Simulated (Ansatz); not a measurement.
## Zr under a change: uniaxial strain ε_xx = +2.66 %

The reference is Zr in the hcp (Mg type) structure (space group P6_3/mmc, No. 194; a = 3.1829 Å, c = 5.1241 Å; relaxed with 0.1 eV smearing). Axes: x lies along a and z along c of the hexagonal cell.

Modification: uniaxial strain ε_xx = +2.66 %, all other strain components held at zero; the atoms relax in the strained cell.

Level of theory: PBEsol, PAW, 420 eV (Ansatz, a quantum-chemistry and plane-wave program; no SOC), earlier PAW set. Γ-centred 21×21×11 mesh, Fermi–Dirac width 0.1 eV.

```csv
quantity,base,changed,shift
volume per atom,22.48 Å³,23.08 Å³,+0.60 Å³
shortest interatomic distance,3.153 Å,3.157 Å,+0.004 Å
energy relative to the base (free energy F),0 meV/atom,+6.4 meV/atom,+6.4 meV/atom
"pressure (mean of the normal stresses, compression positive)",0.0 GPa,-2.4 GPa,-2.4 GPa
band gap,zero,zero,–
largest internal atomic displacement,–,0.032 Å,–
"stress (xx, yy, zz, yz, xz, xy; compression positive)",–,"(-3.4, -2.0, -1.9, 0.0, 0.0, 0.0) GPa",–
```

Final structure:

```
CELL_PARAMETERS angstrom
      3.26761     0.00000     0.00000
     -1.63380     2.75651     0.00000
      0.00000     0.00000     5.12410
ATOMIC_POSITIONS crystal
  Zr 0.32761 0.65521 0.75000
  Zr 0.67239 0.34479 0.25000
```

Stability against distortions was not tested. All final runs are without spin polarisation.
